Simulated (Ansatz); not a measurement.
Consider YRu3Si2 (space group P6/mmm, No. 191; a = 5.492 Å, c = 3.610 Å; a cell from a computed database, its experimental status unchecked).

Level of theory: PBEsol (Ansatz, a quantum-chemistry and plane-wave program), no SOC.

Base values:

The volume per atom comes out as 15.72 Å³.

Modification: a hydrostatic pressure of 1.5 GPa.

Q: How does this affect the volume per atom?

A: The volume per atom falls by 0.12 Å³, from 15.72 Å³ to 15.60 Å³.

Load acts through the strain it causes; cell and atoms are relaxed under it. Whether these cells are dynamically stable was not tested. The final runs are not spin-polarised. An odd electron count without spin: YRu3Si2.
